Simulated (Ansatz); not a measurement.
**What uniaxial strain ε_yy = −0.35 % does to TiSi2**

Base system: TiSi₂ (space group Cmcm, No. 63; a = 3.515 Å, b = 13.348 Å, c = 3.557 Å). Axes: x, y, z lie along a, b, c of the conventional cell.

It is then changed as follows: uniaxial strain ε_yy = −0.35 %, all other strain components held at zero, atoms relaxed at fixed cell.

Level of theory: PBEsol/PAW in Ansatz (a program for electronic structure), spin-orbit coupling left out. k-mesh 14×14×13 (Γ-centred); smearing 0.05 eV (Fermi–Dirac).

* **Volume per atom**: 13.86 Å³ (base 13.91 Å³)
* **Space group**: Cmcm (No. 63) (base Cmcm (No. 63))
* **Shortest interatomic distance**: 2.393 Å (base 2.394 Å)
* **Energy relative to the base (free energy F)**: +0.1 meV/atom
* **Pressure (mean of the normal stresses, compression positive)**: 0.4 GPa (base 0.0 GPa)
* **Band gap**: zero (base zero)
* **Stress (xx, yy, zz, yz, xz, xy; compression positive)**: (0.2, 0.8, 0.2, 0.0, 0.0, 0.0) GPa (rough)

Without a gap, meshes like the base's 14×14×13 leave anisotropic stresses uncertain by several tenths of a GPa, and small strain energies with them. No phonon test of stability was made. The final runs are not spin-polarised.
